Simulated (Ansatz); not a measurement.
## Amorphous Al$_{28}$O$_{43}$K$_{2}$

Preparation: random packing, a CHGNet melt and quench, and a DFT relaxation. O atoms were pushed apart under 1.9 Å during the dynamics, to hinder bonds among them. The hot cell started wider than the set density and was brought back towards it in steps. It is the lowest in DFT energy of 2 quenches. It is a model cell: composition and starting density were chosen by hand, and all elements were melted together. No dispersion term was used.

Methods: PBE, scalar-relativistic without spin-orbit coupling (Ansatz, a first-principles code); r2SCAN, scalar-relativistic without spin-orbit coupling (Ansatz); HSE06, scalar-relativistic without spin-orbit coupling (Ansatz). Geometry, pressure, stress and energy are those of the PBE run. Its sampling: a 2×2×2 Γ-centred mesh; Fermi-Dirac width 0.02 eV; no spin polarisation. Other functionals are single points at the zone centre (r2SCAN at 500 eV; exact exchange cut at the cell's faces), free to take moments where seeds were set. At PBE the levels at the filled edge of the gap are localised (band-tail or defect states), and the nearest spread-out levels lie 3.9 eV apart at the zone centre.

| Property | Result |
|---|---|
| Number of atoms in the cell | 73 |
| Density (held, not predicted) | 3.04 g/cm^3 |
| Volume per atom | 11.37 Å³ |
| Pressure on a 2×2×2 Γ-centred mesh | 2.29 GPa |
| Largest force and stress component on that mesh (the relaxation ran on the zone centre alone) | 0.04 eV/Å and 2.3 GPa |
| Level gap on a 2×2×2 Γ-centred mesh (PBE) | 3.16 eV |
| Level gap at the zone centre (PBE) | 3.15 eV |
| Level gap at the zone centre (r2SCAN) | 3.77 eV |
| Level gap at the zone centre (HSE06) | 4.84 eV |

Bonds are counted up to Al-Al 2.66 Å, Al-O 2.36 Å, Al-K 3.56 Å, O-O 1.58 Å, O-K 3.23 Å, K-K 4.47 Å. Two cations that share two anions don't count as bonded, nor two that share one unless they lie closer than Al-Al 2.59 Å, Al-K 3.47 Å, K-K 4.34 Å.

- Mean coordination of Al by anions: 4.68 (12 with 4, 13 with 5, 3 with 6); 2 close contacts or bonds to cations besides
- Mean coordination of O: 3.30 (2 with 2, 26 with 3, 15 with 4)
- Mean coordination of K by anions: 5.50 (1 with 4, 1 with 7); 4 close contacts or bonds to cations besides
- Mean Al-O bond: 1.855 Å (spread 0.109 Å, 131 counted)
- Mean O-K bond: 2.848 Å (spread 0.189 Å, 11 counted)

Its density started from a set value of 3.04 g/cm³. The simulated quench (nominally 340 K/ps over its main leg) is rapid and tends to freeze in more defects than a deposited or slowly cooled glass has. One small periodic cell is one sample of the glass; other quenches scatter about these values. The volume was held where the preparation left it and the shape relaxed, at a PBE pressure of 2.3 GPa. Stress components on the final sampling reach 2.3 GPa.
